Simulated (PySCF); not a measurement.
PySCF 2.14.0, HF/def2-svp: CN[Si@H](N)Cl, 12 atoms. The geometry is a generated start, not checked to be a minimum at this level.

```
Item                                      Result
-------------------------------  ---------------
task                                      energy
method                                        hf
basis                                   def2-svp
mol.max_memory                           7000 MB
mf.init_guess                    minao (default)
mf.DIIS                          CDIIS (default)
mf.diis_space                        8 (default)
mf.conv_tol                      1e-09 (default)
basis functions (reference run)              113
```

```xyz
12

C      1.5176    -0.1590     0.6308
N      0.6131     0.4513    -0.3214
Si    -1.0274     0.7458    -0.1310
N     -1.6278    -0.8179    -0.2581
Cl    -1.7194     1.8789    -1.6640
H      1.4738     0.3387     1.6058
H      1.3010    -1.2235     0.7694
H      2.5475    -0.0726     0.2690
H      0.7981     0.1123    -1.2595
H     -1.3176     1.3177     1.1933
H     -1.4611    -1.1559    -1.1992
H     -1.0978    -1.4158     0.3651
```
Charge 0, spin multiplicity 1.

The reference run uses exact four-centre integrals. Single runs; times are not shown.

Measured:

| setting | energy against the reference |
|---|---|
| COSX exchange (sgx_fit, pjs) with fitted J, mf.with_df.grids_level_i = 1, mf.with_df.grids_level_f = 4 | −0.28 meV/atom |
| COSX exchange (sgx_fit, pjs) with fitted J, mf.with_df.grids_level_i = 1, mf.with_df.grids_level_f = 3 | −0.26 meV/atom |
| COSX exchange (sgx_fit, pjs) with fitted J, mf.with_df.grids_level_i = 1, mf.with_df.grids_level_f = 2 (default) | −0.14 meV/atom |

Problem. Predict the row for COSX exchange (sgx_fit, pjs) with fitted J, mf.with_df.grids_level_i = 1, mf.with_df.grids_level_f = 1.

Solution. energy against the reference: −0.046 meV/atom. Total energies are compared; such shifts often cancel in part in energy differences. sgx_fit (COSX, pjs=True) fits J as well, so its difference is the sum of the grid's shift in exchange and the fit's in Coulomb.
